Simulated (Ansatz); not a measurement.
System: TlBr (Cmcm, No. 63, 4 atoms in the cell; start mp-568949; a measured phase of this formula has another space group). Method: LDA (Ansatz, a program for electronic structure, PAW).

Run with plane-wave cutoff 500 eV, 10×10×8 k mesh (along the axes of the cell as run), gaussian smearing 0.02 eV, scalar-relativistic PAW data made under PBE.

Cell (relaxed at this level):

Space group Cmcm (No. 63); a = 4.2750 Å, b = 11.8797 Å, c = 4.7270 Å, α = β = γ = 90.00°

| atom | site | symmetry | x | y | z |
|---|---|---|---|---|---|
| Tl | 4c | m2m | 0.0000 | 0.3942 | 0.2500 |
| Br | 4c | m2m | 0.0000 | 0.1385 | 0.2500 |
(The calculation used a cell of 4 atoms; values per cell refer to that cell.)

Problem. Estimate the band gap that the calculation returns.

Solution. 
- band gap = 1.63 eV (on the SCF k mesh)

Note: the relaxation could not lower the start's symmetry, so the cell can be a saddle point above a distorted one.

Spin–orbit coupling is not included; with these elements it can move the gap by several tenths of an eV or more.

The result took around 110 core-seconds (rough).

A start named mp-… is a Materials Project structure, which need not be a measured phase.
